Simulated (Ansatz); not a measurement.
# Effect of uniaxial strain ε_zz = +1.50 % on Be2C

The parent structure is Be₂C (space group Fm-3m, No. 225; a = 4.311 Å). Axes: x, y, z lie along the cube axes.

Modification: uniaxial strain ε_zz = +1.50 %, all other strain components held at zero, atoms relaxed at fixed cell.

The values are results of PBEsol in Ansatz (plane waves to 420 eV, PAW, no spin-orbit coupling), not measurements. Γ-centred 13×13×13 mesh, Fermi–Dirac width 0.05 eV.

```json
[
 {"quantity": "space group", "base": "Fm-3m (No. 225)", "changed": "I4/mmm (No. 139)", "shift": "–"},
 {"quantity": "shortest interatomic distance", "base": "1.867 Å", "changed": "1.876 Å", "shift": "+0.009 Å"},
 {"quantity": "energy relative to the base (free energy F)", "base": "0 meV/atom", "changed": "+2.7 meV/atom", "shift": "+2.7 meV/atom"},
 {"quantity": "pressure (mean of the normal stresses, compression positive)", "base": "0.1 kbar", "changed": "-29.7 kbar", "shift": "-29.71 kbar"},
 {"quantity": "band gap", "base": "1.08 eV", "changed": "0.96 eV", "shift": "-0.12 eV"},
 {"quantity": "gap character", "base": "–", "changed": "indirect, Γ → X", "shift": "–"},
 {"quantity": "smallest direct gap", "base": "4.12 eV", "changed": "3.98 eV", "shift": "-0.14 eV"},
 {"quantity": "electron mass", "base": "0.70 mₑ along k, 0.23 mₑ across (at X)", "changed": "0.68 mₑ along k, 0.23 mₑ across (at X)", "shift": "–"},
 {"quantity": "valence-band top at Γ (three highest levels, from the VBM)", "base": "0.00, 0.00, 0.00 eV", "changed": "0.00, 0.00, -0.13 eV", "shift": "–"},
 {"quantity": "valley order (the lowest conduction-band minima on the path, energy above the VBM, named in the base's zone)", "base": "X along ⟨100⟩ 1.08 eV", "changed": "X along [100] 0.96 eV; X along [001] 1.17 eV", "shift": "–"},
 {"quantity": "stress (xx, yy, zz, yz, xz, xy; compression positive)", "base": "–", "changed": "(-0.22, -0.22, -8.46, 0.00, 0.00, 0.00) GPa", "shift": "–"}
]
```

Final structure:

```yaml
crystal:
  lattice:
    - [0.00000, 2.15532, 2.18765]
    - [2.15532, 0.00000, 2.18765]
    - [2.15532, 2.15532, 0.00000]
  atoms:
    - { symbol: Be, position: [0.25000, 0.25000, 0.25000] }
    - { symbol: Be, position: [0.75000, 0.75000, 0.75000] }
    - { symbol: C, position: [0.00000, 0.00000, 0.00000] }
```

Cost of the whole job for the changed cell (relaxation, final SCF and bands): around 3 core-seconds (rough).

Masses are band curvatures over ±0.01 Å⁻¹ around the edge. Along k means along the line from Γ to the band edge. Stability against distortions was not tested. Labels are those of the standard path for the cell's own space group.

Ansatz is an electronic-structure program.
